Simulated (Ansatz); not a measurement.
Base system: TiO₂ in the rutile structure (space group P4_2/mnm, No. 136; a = 4.643 Å, c = 2.964 Å).

All numbers come from PBE (Ansatz, a quantum-chemistry and plane-wave program, PAW, no spin-orbit coupling).

Strains are applied to the cell and any free atomic positions relax.

One change was made to it. Results:

The pressure (mean of the normal stresses, compression positive) goes from zero to 8.42 GPa; the electron mass becomes 0.55 mₑ along c, 1.1 mₑ across (at Γ) (base: 0.58 mₑ along c, 1.2 mₑ across (at Γ)); the band gap grows by 0.03 eV, from 1.86 eV to 1.89 eV.

### Question
Which change produced these results?
(A) isotropic strain −1.80 %
(B) isotropic strain −2.40 %
(C) isotropic strain −0.60 %
(D) isotropic strain −1.20 %
(E) isotropic strain −3.00 %

### Answer
D, isotropic strain −1.20 %. For comparison, the electron mass in the other runs: isotropic strain −2.40 % gives 0.53 mₑ along c, 1.1 mₑ across (at Γ); isotropic strain −3.00 % gives 0.51 mₑ along c, 1.1 mₑ across (at Γ); isotropic strain −1.80 % gives 0.54 mₑ along c, 1.1 mₑ across (at Γ); isotropic strain −0.60 % gives 0.56 mₑ along c, 1.1 mₑ across (at Γ).

Masses are band curvatures over ±0.01 Å⁻¹ around the edge. Whether these cells are dynamically stable was not tested. All final runs are without spin polarisation.
